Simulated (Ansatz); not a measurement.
Ansatz (an electronic-structure program) run on Ni3Ge (P4mm, 4 atoms in the cell): self-consistent single point.

Method of the run: PBEsol, default PAW files made with PBE (plane waves; Ansatz).

The change in words: lattice scaled by 0.98; basis.ecutrho_ratio: default → 10. Reference geometry:
```
Ni3Ge
1.0
    3.54092     0.00000     0.00000
    0.00000     3.54092     0.00000
    0.00000     0.00000     3.54092
Ni Ge
3 1
Direct
  0.50000   0.00000   0.50000
  0.01412   0.50000   0.50000
  0.50000   0.50000   0.00000
  0.00000   0.00000   0.00000
```

Reference input (self-consistent single point, DFT, PBEsol, plane waves, default PAW files made with PBE): basis.ecutwfc = 420 eV; kpoints.mp_grid.grid = 9 9 9; hamiltonian.xc = pbesol; hamiltonian.pseudopotentials = {kind: paw} (the program's default PAW files); scf.occupations.method = gaussian; scf.occupations.width = 0.1 eV. This run's input differs from it in these lines:

Ansatz 0.2 input:
```diff
@@ -3,5 +3,5 @@
   lattice:
-    - [3.540921, 0.000000, 0.000000]
-    - [0.000000, 3.540921, 0.000000]
-    - [0.000000, 0.000000, 3.540921]
+    - [3.470103, 0.000000, 0.000000]
+    - [0.000000, 3.470103, 0.000000]
+    - [0.000000, 0.000000, 3.470103]
   atoms:
@@ -13,2 +13,3 @@
   ecutwfc: 420.0
+  ecutrho_ratio: 10
 kpoints:
```

Log, with long lists cut:

```
SCF iter   1: F=—  HF=-21669.727166 eV  |F-HF|=—  |Δ(HF+E_count)|=         —  Δρ=2.05e-2  dr2=8.97e-2  ethr=1.77e-3  ⟨swp⟩=5.5  Hψ=9941  notcnv=0  defer=32
all-band conjugate gradients solve this SCF's bands
preconditioner: auto → Kerker (q_TF=auto, 2.959 Å⁻¹)
SCF iter   2: F=—  HF=-21669.710031 eV  |F-HF|=—  |Δ(HF+E_count)|=   1.71e-2  Δρ=4.93e-3  dr2=5.52e-3  ethr=1.32e-4  ⟨swp⟩=2.2  Hψ=5799  notcnv=0  defer=135
   [... lines left out ...]
SCF iter   4: F=—  HF=-21669.708641 eV  |F-HF|=—  |Δ(HF+E_count)|=   2.31e-4  Δρ=3.19e-4  dr2=5.04e-5  ethr=9.51e-7  ⟨swp⟩=2.0  Hψ=4461  notcnv=0  defer=136
SCF iter   5: F=—  HF=-21669.708638 eV  |F-HF|=—  |Δ(HF+E_count)|=   2.63e-6  Δρ=2.62e-4  dr2=3.81e-5  ethr=7.41e-8  ⟨swp⟩=2.3  Hψ=4185  notcnv=0  defer=136
SCF iter   6: F=—  HF=-21669.708628 eV  |F-HF|=—  |Δ(HF+E_count)|=   9.93e-6  Δρ=5.10e-5  dr2=2.18e-6  ethr=5.60e-8  ⟨swp⟩=2.0  Hψ=3921  notcnv=0  defer=136
SCF iter   7: F=-21669.708628 eV  HF=-21669.708628 eV  |F-HF|=7.64e-8  |Δ(HF+E_count)|=   4.46e-9  Δρ=1.27e-5  dr2=9.19e-8  ethr=1.47e-10  ⟨swp⟩=7.8  Hψ=14738  notcnv=0
SCF 1 converged in 7 iterations: F = -21669.708628 eV  dr2 = 9.19e-8
Free energy (F): -21669.708628 eV
Internal energy: -21669.698676 eV  (E = F + TS)
E sigma→0 (E₀):  -21669.703652 eV
Entropy (-TS):   -0.009952 eV (-2.488 meV/atom)
Fermi energy:    19.782215 eV
--- Forces (eV/Å), atoms counted from 1 ---
  atom   1  Ni     0.33777137     0.00000000     0.00000000
  atom   2  Ni    -0.62279125    -0.00000000     0.00000000
  atom   3  Ni     0.33777137     0.00000000     0.00000000
  atom   4  Ge    -0.05272786    -0.00000000     0.00000000
--- Stress (GPa, compression-positive) ---
       11.742999       0.000000       0.000000
        0.000000      11.702915       0.000000
        0.000000       0.000000      11.702915
  P = ⅓ Tr σ = 11.7163 GPa (117.163 kbar)
  The stress holds the Pulay correction. Without it, at fixed plane waves, as pw.x and ABINIT print it: P = 11.6454 GPa
```

The run converged in 7 iterations. Against the reference run the free energy goes up by 16.6 meV/atom, the pressure goes from -2.71 to 11.72 GPa and the largest force goes from 0.501 to 0.623 eV/Å.

The starting cell comes from a database of computed structures (which also holds hypothetical and non-ambient phases and stackings), without a prior relaxation at this level. Its lattice was rescaled by up to half a per cent. One atom was moved a little off its site on purpose. For this run, on top of that: lattice scaled by 0.98. Spin polarisation is off. Ansatz's pressure includes its estimate of the finite-basis (Pulay) stress.
